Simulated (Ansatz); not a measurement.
An Ansatz (a first-principles code) input (r2SCAN, PAW, 500 eV (Ansatz; scalar-relativistic without spin-orbit coupling)):

Ansatz 0.2 input:
```yaml
crystal:
  lattice:
    - [5.3249627489, 0, 0]
    - [0, 3.4413464535, 0]
    - [0, 0, 5.7999812233]
  atoms:
    - { symbol: Ni, position: [0.0049824737, 0.25, 0.1920202155] }
    - { symbol: Ni, position: [0.5049824737, 0.25, 0.3079797845] }
    - { symbol: Ni, position: [0.9950175263, 0.75, 0.8079797845] }
    - { symbol: Ni, position: [0.4950175263, 0.75, 0.6920202155] }
    - { symbol: Ge, position: [0.1903417903, 0.25, 0.5857258264] }
    - { symbol: Ge, position: [0.6903417903, 0.25, 0.9142741736] }
    - { symbol: Ge, position: [0.8096582097, 0.75, 0.4142741736] }
    - { symbol: Ge, position: [0.3096582097, 0.75, 0.0857258264] }
basis: { ecutwfc: 500, ecutrho_ratio: 4, xc_grid: 4, fft_grid_basis: typed }
kpoints: { mp_grid: { grid: [9, 14, 8] } }
hamiltonian:
  xc: r2scan
  dispersion: none
  pseudopotentials: { kind: paw }
scf: { occupations: { method: fermi_dirac, width: 0.05 }, convergence: { dr2_threshold: 0.0000000008 } }
output: { forces: true, stress: true }
```

Task: Which symmetry and how many k-points will the program report, and about how many plane waves at Γ?

Result: Space group Pnma (ITA 62) with 8 operations, k-points 200 of 1008, and 2719 plane waves at Γ.

Whether these cells are dynamically stable was not tested. Starting moments died away, wholly or in part, for the base; another magnetic solution may exist. All final runs are without spin polarisation. The cell is NiGe (space group Pnma, No. 62; non-magnetic).
